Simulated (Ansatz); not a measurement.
Input and output of a self-consistent single point for the (001) slab of MgO (cut from a parent of space group no. 225; 8 atoms in the cell) (Ansatz, a quantum-chemistry and plane-wave program).

Level of theory: PBE (plane waves, PAW; Ansatz).

```xyz
8
Lattice="2.9680 0.0000 0.0000 -2.9680 2.9680 0.0000 0.0000 0.0000 20.2960" Properties=species:S:1:pos:R:3 pbc="T T T"
Mg     0.0000     0.0000     9.0987
Mg    -1.4840     1.4840     7.0000
Mg     0.0000     0.0000    13.2960
Mg    -1.4840     1.4840    11.1974
O     -1.4840     1.4840     9.0987
O      0.0000     0.0000     7.0000
O     -1.4840     1.4840    13.2960
O      0.0000     0.0000    11.1974
```

Reference input (self-consistent single point, DFT, PBE, plane waves, default PAW files): basis.ecutwfc = 420 eV; kpoints.mp_grid.grid = 10 10 1; hamiltonian.xc = pbe; hamiltonian.pseudopotentials = {kind: paw} (the program's default PAW files); scf.occupations.method = fermi_dirac; scf.occupations.width = 0.02 eV. This run's input differs from it in these lines:

Ansatz 0.2 input:
```diff
@@ -15,3 +15,3 @@
 basis:
-  ecutwfc: 420.0 eV
+  ecutwfc: 505.0 eV
 kpoints:
```

Output, abridged:

```
SCF iter   1: F=—  HF=-9975.605290 eV  |F-HF|=—  |Δ(HF+E_count)|=         —  Δρ=1.29e-3  dr2=5.98e-3  ethr=1.77e-3  ⟨swp⟩=10.7  Hψ=4284  notcnv=0
all-band conjugate gradients solve this SCF's bands
preconditioner: auto → Resta (q_TF=auto, 2.299 Å⁻¹)
SCF iter   2: F=—  HF=-9975.603085 eV  |F-HF|=—  |Δ(HF+E_count)|=   2.21e-3  Δρ=7.34e-4  dr2=1.07e-3  ethr=9.34e-6  ⟨swp⟩=3.7  Hψ=1791  notcnv=0  defer=47
   [... lines left out ...]
SCF iter   6: F=—  HF=-9975.603100 eV  |F-HF|=—  |Δ(HF+E_count)|=   1.58e-7  Δρ=1.40e-5  dr2=3.01e-7  ethr=3.99e-9  ⟨swp⟩=2.0  Hψ=1214  notcnv=0  defer=47
iter 7 met the thresholds in force, and the SCF goes on: an eigenvalue changes by 30.46 meV, over its tolerance of 10.00 meV (output.eigenvalues, Limitations)
SCF iter   7: F=-9975.603100 eV  HF=-9975.603100 eV  |F-HF|=6.06e-8  |Δ(HF+E_count)|=   2.42e-7  Δρ=4.64e-6  dr2=2.99e-8  ethr=1.56e-10  ⟨swp⟩=15.5  Hψ=4181  notcnv=0
SCF iter   8: F=-9975.603100 eV  HF=-9975.603100 eV  |F-HF|=4.00e-9  |Δ(HF+E_count)|=   6.99e-8  Δρ=1.38e-6  dr2=2.51e-9  ethr=4.67e-11  ⟨swp⟩=8.1  Hψ=3542  notcnv=0
SCF 1 converged in 8 iterations: F = -9975.603100 eV  dr2 = 2.51e-9
an eigenvalue changed by more than its tolerance at an iteration that met the thresholds in force, so the SCF went on 1 time …
Free energy (F): -9975.603100 eV
Internal energy: -9975.603100 eV  (E = F + TS)
E sigma→0 (E₀):  -9975.603100 eV
Fermi energy:    2.269029 eV
--- Forces (eV/Å), atoms counted from 1 ---
  atom   1  Mg     0.00000000     0.00000000     0.00255692
  atom   2  Mg     0.00000000    -0.00000000     0.25151279
  atom   3  Mg     0.00000000    -0.00000000    -0.25151279
  atom   4  Mg     0.00000000     0.00000000    -0.00255692
  atom   5  O      0.00000000     0.00000000    -0.00111559
  atom   6  O      0.00000000     0.00000000    -0.61413677
  atom   7  O      0.00000000     0.00000000     0.61413677
  atom   8  O      0.00000000     0.00000000     0.00111559
--- Stress (GPa, compression-positive) ---
       -0.710547       0.000000       0.000000
        0.000000      -0.710547       0.000000
        0.000000       0.000000       2.043633
  P = ⅓ Tr σ = 0.2075 GPa (2.075 kbar)
  The stress holds the Pulay correction. Without it, at fixed plane waves, as pw.x and ABINIT print it: P = 0.2027 GPa
```

The run converged in 8 iterations. Against the reference run the free energy falls by 2.7 meV/atom, the largest force moves little (0.613 to 0.614 eV/Å) and the gap on the mesh hardly changes (3.344 to 3.345 eV).

The starting cell has typed, rounded lattice constants, without a prior relaxation at this level. The slab is cut from that crystal, and its faces are unrelaxed. Its lattice was rescaled by up to half a per cent. Spin polarisation is off, though cut faces can carry moments; a gap of a slab can lie between surface states.
